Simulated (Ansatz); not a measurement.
LaGaO3 (Imma, No. 74, 10 atoms in the cell; start mp-556983; a measured phase of this formula has another space group), treated with r²SCAN+SOC (PAW; Ansatz, an electronic-structure program).

Run with plane-wave cutoff 560 eV, 8×8×8 k mesh, Fermi–Dirac smearing 0.01 eV, PAW data made under PBE.

Cell (relaxed with PBEsol):

```
CELL_PARAMETERS angstrom
     -2.73312     3.86700     2.76541
      2.73312    -3.86700     2.76541
      2.73312     3.86700    -2.76541
ATOMIC_POSITIONS crystal
  La 0.75706 0.00706 0.75000
  La 0.24294 0.99294 0.25000
  Ga 0.00000 0.50000 0.50000
  Ga 0.50000 0.50000 0.00000
  O  0.20719 0.00000 0.70719
  O  0.79281 0.00000 0.29281
  O  0.79281 0.50000 0.79281
  O  0.20719 0.50000 0.20719
  O  0.67224 0.42224 0.25000
  O  0.32776 0.57776 0.75000
```

Question: What does this level give for the band gap?

Answer: 
- band gap = 4.23 eV (on the SCF k mesh)

Note: cell and atoms aren't relaxed at this level (largest force component 0.14 eV/Å, pressure 2.2 GPa).

The computed numbers hold no vibrational or temperature effects.

The result took very roughly 13 core-minutes.

A start named mp-… is a Materials Project structure, which need not be a measured phase.
